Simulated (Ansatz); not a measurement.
System: SnWO₄ (P2₁3, No. 198, 24 atoms in the cell; start mp-17844; a measured phase of this formula has another space group). Method: LDA (plane waves, PAW; Ansatz, an electronic-structure program).

Numerical settings: plane-wave cutoff 520 eV, 6×6×6 k mesh, Fermi–Dirac smearing 0.01 eV, no spin polarisation, scalar-relativistic PAW data made under PBE.

Cell (relaxed with PBEsol):

Space group P2₁3 (No. 198); a = 7.3078 Å, b = 7.3078 Å, c = 7.3078 Å, α = 90.00°, β = 90.00°, γ = 90.00°

```tsv
atom	site	symmetry	x	y	z
Sn	4a	.3.	0.8410	0.8410	0.8410
W	4a	.3.	0.1656	0.1656	0.1656
O	12b	1	0.0483	0.6348	0.2210
O	4a	.3.	0.3056	0.3056	0.3056
```

What does this level give for the band gap, smallest direct gap on the k points sampled and Γ–Γ gap?


- band gap = 3.63 eV
- smallest direct gap on the k points sampled = 3.65 eV
- Γ–Γ gap = 3.93 eV

Note: cell and atoms aren't relaxed at this level (largest force component 0.18 eV/Å, pressure -3.5 GPa).

Spin–orbit coupling is not included.

Static lattice: no zero-point or thermal effects.

A start named mp-… is a Materials Project structure, which need not be a measured phase.
